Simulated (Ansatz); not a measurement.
Base system: GaN in the wurtzite structure (space group P6_3mc, No. 186).

```
GaN
1.0
    3.21837     0.00000     0.00000
   -1.60918     2.78719     0.00000
    0.00000     0.00000     5.24320
Ga N
2 2
Direct
  0.33333   0.66667   0.00014
  0.66667   0.33333   0.50014
  0.33333   0.66667   0.37686
  0.66667   0.33333   0.87686
```

Cartesian axes are those of the cell as printed.

Calculations: PBE in Ansatz (plane waves to 420 eV, PAW, no spin-orbit coupling).

Modification: uniaxial strain ε_zz = +0.60 %, all other strain components held at zero, atoms relaxed at fixed cell.

### Question
Predict the stress tensor and what it implies for the stiffness.

### Answer
Stress of the strained cell less that of the base (GPa, compression positive):
```
  -0.47    0.00    0.00
   0.00   -0.47    0.00
   0.00    0.00   -2.11
```

Then −Δσ_ii/ε with ε = 0.0060 gives relaxed-ion elastic constants: C33 ≈ 352 GPa, C13 ≈ 78 GPa and C23 ≈ 78 GPa.

No phonon test of stability was made.

Ansatz is a first-principles code.
